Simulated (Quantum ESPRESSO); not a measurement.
## Parameter sweep on SmPd3 (Pm-3m, 4 atoms in the cell)

```xyz
4
Lattice="4.1406 0.0000 0.0000 0.0000 4.1406 0.0000 0.0000 0.0000 4.1406" Properties=species:S:1:pos:R:3 pbc="T T T"
Sm     0.0000     0.0000     0.0000
Pd     0.0000     2.0703     2.0703
Pd     2.0703     0.0000     2.0703
Pd     2.0703     2.0703     0.0000
```
Moments meant for the start (each program seeds them in its own way; μB, in the order of the atoms Sm Pd Pd Pd): 5.0 0.0 0.0 0.0.

Base run A: LDA (PZ), SSSP 1.1.2 efficiency (PBE) pseudopotentials (Quantum ESPRESSO 7.5), self-consistent single point.

Its settings: ecutwfc = 60 Ry; ecutrho = 480 Ry; occupations = smearing; smearing = marzari-vanderbilt; degauss = 0.0099958 Ry; nspin = 2; input_dft = pz; potentials = {Sm: Sm.GGA-PBE-paw-v1.0.UPF, Pd: Pd_ONCV_PBE-1.0.oncvpsp.upf}; K_POINTS = automatic 7 7 7 0 0 0; conv_thr = 1e-10 Ry; mixing_beta = 0.3.

The starting cell comes from a database of computed structures (which also holds hypothetical and non-ambient phases and stackings), without a prior relaxation at this level. With one magnetic atom in the cell only a parallel order is possible. With U or open f shells several self-consistent states can exist. The f electrons are in the valence without U or exact exchange, which can misplace them near the Fermi level. Spin-orbit terms, which matter for f shells, are left out. In the base run, with a pressure of about -9 GPa the cell is away from its equilibrium volume at this level.

ΔF is the free energy per atom less that of run A. 

Run A gave: pressure (GPa) -8.86; size of the net moment (μB/atom) 1.29; TS (meV/atom) -4.3.

Runs:
- B: degauss = 0.000146997 Ry
- C: degauss = 0.000734986 Ry
- D: degauss = 0.0018375 Ry
- E: degauss = 0.0036749 Ry
- F: degauss = 0.0073499 Ry
- G: degauss = 0.011025 Ry
- H: degauss = 0.0147 Ry
- I: degauss = 0.02205 Ry
- J: degauss = 0.036749 Ry

What does run F change against A?

The free energy goes down by 1.3 meV/atom, the pressure hardly changes (-8.86 to -8.88 GPa) and the size of the net moment stays at 1.29 μB/atom.

What does run C change against A?

The free energy falls by 3.6 meV/atom, the pressure moves little (-8.86 to -8.90 GPa) and the size of the net moment moves little (1.29 to 1.30 μB/atom).

What does run D change against A?

The free energy falls by 3.6 meV/atom, the pressure moves little (-8.86 to -8.90 GPa) and the size of the net moment hardly changes (1.29 to 1.30 μB/atom).

```tsv
run	ΔF (meV/atom)	pressure (GPa)	size of the net moment (μB/atom)	TS (meV/atom)
A	0.00	-8.86	1.29	-4.3
B	-3.6	-8.89	1.30	0.0
C	-3.6	-8.90	1.30	0.0
D	-3.6	-8.90	1.30	0.0
E	-3.4	-8.93	1.30	-1.1
F	-1.32	-8.88	1.29	-4.3
G	0.41	-8.86	1.29	-4.1
H	1.24	-8.87	1.29	-0.5
I	-1.27	-8.85	1.29	13.2
J	-12.0	-8.91	1.29	26.3
```

Left out of this page: 1 run of the series unsound by tests on forces, stress, charge or solver warnings.
